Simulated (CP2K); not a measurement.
Band structure of Mg3Zn (Pm-3m, 4 atoms in the cell).

```
CELL_PARAMETERS angstrom
      4.27552     0.00000     0.00000
      0.00000     4.27552     0.00000
      0.00000     0.00000     4.27552
ATOMIC_POSITIONS crystal
  Mg 0.50000 0.50000 0.00000
  Mg 0.00000 0.50000 0.50000
  Mg 0.50000 0.00000 0.50000
  Zn 0.00000 0.00000 0.00000
```

Method: LDA (Pade form), GPW, DZVP-MOLOPT-SR-GTH basis, GTH-PADE potentials (GTH_POTENTIALS) in CP2K.

Settings: CUTOFF = 1000 Ry; REL_CUTOFF = 50 Ry; SMEAR/METHOD = FERMI_DIRAC; ELECTRONIC_TEMPERATURE = 580.23 K; KPOINTS/SCHEME = MONKHORST-PACK 6 6 6; GAMMA_CENTERED = T; XC_FUNCTIONAL = PADE; Mg/BASIS_SET = DZVP-MOLOPT-SR-GTH; Mg/POTENTIAL = GTH-PADE-q10; Zn/BASIS_SET = DZVP-MOLOPT-SR-GTH; Zn/POTENTIAL = GTH-PADE-q12; METHOD = GPW; EPS_DEFAULT = 1e-11; EXTRAPOLATION = USE_GUESS.

The starting cell comes from a database of computed structures (which also holds hypothetical and non-ambient phases and stackings), without a prior relaxation at this level. Values carry the incompleteness of an atom-centred basis.

Levels in eV from the Fermi level, bands 18 to 23:
```tsv
point	18	19	20	21	22	23
Γ	-6.96	-0.33	-0.33	-0.33	0.32	2.07
X	-6.02	-5.58	1.51	1.51	2.22	2.27
M	-4.44	-3.54	-3.54	-3.34	3.14	4.36
R	-2.84	-2.06	-1.94	-1.94	-1.94	-0.64
```

Bands cross the Fermi level along this path, so the cell is metallic at this level.

Higher empty bands are left out: an atom-centred basis made for the valence describes them poorly.
